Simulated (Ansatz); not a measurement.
Electronic density of states of amorphous Zr20O42Ge, density 5.24 g/cm³, on a 2×2×2 Γ-centred mesh with a Gaussian width of 0.1 eV; energies count from the Fermi level, whose place inside the gap is arbitrary. Cell and mesh are small, so fine structure isn't converged. Method: PBE, scalar-relativistic without spin-orbit coupling (plane waves to 420 eV, PAW; Ansatz, an electronic-structure program). Sampling: a 2×2×2 Γ-centred mesh; Fermi-Dirac width 0.02 eV; no spin polarisation. At PBE the levels at the filled edge of the gap are localised (band-tail or defect states).

A CHGNet melt-quench gave the starting glass, which DFT then relaxed. O atoms were pushed apart under 1.9 Å during the dynamics, to hinder bonds among them. The hot cell started wider than the set density and was brought back towards it in steps. It is the lowest in DFT energy of 2 quenches. It is a model cell: composition and starting density were chosen by hand, and all elements were melted together. No dispersion term was used. Its density started from a set value of 5.24 and ended at 5.24 g/cm³. The simulated quench (nominally 380 K/ps over its main leg) is rapid and tends to freeze in more defects than a deposited or slowly cooled glass has. Values belong to this one cell and scatter from quench to quench. The volume was held where the preparation left it and the shape relaxed, at a PBE pressure of 1.3 GPa. Stress components on the final sampling reach 1.4 GPa.

```
E - EF (eV)  states/(eV atom)
-----------  ----------------
-12.00                   0.00
-11.90                   0.00
-11.80                   0.00
-11.70                   0.00
-11.60                   0.00
-11.50                   0.00
-11.40                   0.00
-11.30                   0.00
-11.20                   0.00
-11.10                   0.00
-11.00                   0.00
-10.90                   0.00
-10.80                   0.00
-10.70                   0.00
-10.60                   0.00
-10.50                   0.00
-10.40                   0.00
-10.30                   0.00
-10.20                   0.00
-10.10                   0.00
-10.00                   0.00
-9.90                    0.00
-9.80                    0.00
-9.70                    0.00
-9.60                    0.00
-9.50                    0.00
-9.40                    0.02
-9.30                    0.12
-9.20                    0.14
-9.10                    0.03
-9.00                    0.00
-8.90                    0.00
-8.80                    0.00
-8.70                    0.00
-8.60                    0.00
-8.50                    0.00
-8.40                    0.00
-8.30                    0.00
-8.20                    0.00
-8.10                    0.00
-8.00                    0.00
-7.90                    0.00
-7.80                    0.00
-7.70                    0.00
-7.60                    0.00
-7.50                    0.00
-7.40                    0.00
-7.30                    0.00
-7.20                    0.00
-7.10                    0.00
-7.00                    0.02
-6.90                    0.15
-6.80                    0.28
-6.70                    0.20
-6.60                    0.19
-6.50                    0.21
-6.40                    0.35
-6.30                    0.55
-6.20                    0.62
-6.10                    0.69
-6.00                    0.77
-5.90                    0.89
-5.80                    0.88
-5.70                    0.86
-5.60                    0.89
-5.50                    0.94
-5.40                    0.91
-5.30                    0.91
-5.20                    0.88
-5.10                    0.83
-5.00                    0.86
-4.90                    0.83
-4.80                    0.79
-4.70                    0.79
-4.60                    0.73
-4.50                    0.78
-4.40                    0.90
-4.30                    0.88
-4.20                    0.85
-4.10                    0.83
-4.00                    0.89
-3.90                    0.93
-3.80                    0.90
-3.70                    0.96
-3.60                    0.99
-3.50                    0.96
-3.40                    0.97
-3.30                    1.04
-3.20                    1.02
-3.10                    0.98
-3.00                    1.01
-2.90                    1.01
-2.80                    0.97
-2.70                    0.98
-2.60                    0.97
-2.50                    0.96
-2.40                    0.94
-2.30                    0.83
-2.20                    0.72
-2.10                    0.56
-2.00                    0.46
-1.90                    0.31
-1.80                    0.10
-1.70                    0.01
-1.60                    0.00
-1.50                    0.00
-1.40                    0.00
-1.30                    0.00
-1.20                    0.00
-1.10                    0.00
-1.00                    0.00
-0.90                    0.00
-0.80                    0.00
-0.70                    0.00
-0.60                    0.00
-0.50                    0.00
-0.40                    0.00
-0.30                    0.00
-0.20                    0.00
-0.10                    0.00
0.00                     0.00
0.10                     0.00
0.20                     0.00
0.30                     0.00
0.40                     0.00
0.50                     0.00
0.60                     0.00
0.70                     0.00
0.80                     0.00
0.90                     0.00
1.00                     0.00
1.10                     0.00
1.20                     0.00
1.30                     0.00
1.40                     0.00
1.50                     0.00
1.60                     0.00
1.70                     0.01
1.80                     0.12
1.90                     0.34
2.00                     0.40
2.10                     0.47
2.20                     0.52
2.30                     0.51
2.40                     0.55
2.50                     0.56
2.60                     0.63
2.70                     0.72
2.80                     0.71
2.90                     0.81
3.00                     0.89
3.10                     0.83
3.20                     0.81
3.30                     0.83
3.40                     0.79
3.50                     0.79
```

The level gap on this mesh is 3.72 eV; the broadening fills part of it in the curve.
